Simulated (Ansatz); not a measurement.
Results of r²SCAN (Ansatz, an electronic-structure program, plane waves, PAW) for Be(OH)2 (P2₁2₁2₁, No. 19).

Numerical settings: plane-wave cutoff 500 eV, 10×10×6 k mesh (along the axes of the cell as run), Fermi–Dirac smearing 0.05 eV, scalar-relativistic PAW data made under PBE.

Cell (relaxed at this level):

```xyz
20
Lattice="4.5074 0.0000 0.0000 0.0000 4.6336 0.0000 0.0000 0.0000 6.9590" Properties=species:S:1:pos:R:3 pbc="T T T"
Be     4.3390     0.9227     6.0784
Be     2.4220     3.7109     2.5989
Be     2.0853     1.3941     0.8806
Be     0.1683     3.2395     4.3601
H      3.2797     2.7481     6.4712
H      3.4813     1.8855     2.9917
H      1.0261     4.2023     0.4878
H      1.2276     0.4313     3.9673
H      2.9049     4.2708     4.9957
H      3.8562     0.3628     1.5162
H      0.6512     2.6796     1.9633
H      1.6025     1.9540     5.4428
O      3.6915     2.8267     3.1219
O      3.0696     1.8070     6.6014
O      1.4378     4.1238     3.8371
O      0.8159     0.5099     0.3576
O      3.7989     4.1974     5.3769
O      2.9621     0.4362     1.8974
O      1.5452     2.7530     1.5821
O      0.7085     1.8806     5.0616
```

Q: Estimate the band gap that the calculation returns.

A: 
- band gap: 6.21 eV (on the SCF k mesh)

Note: the relaxation could not lower the start's symmetry, so the cell can be a saddle point above a distorted one.

Computed values are for the static lattice.

Cost on a shared machine: roughly 15 core-minutes.
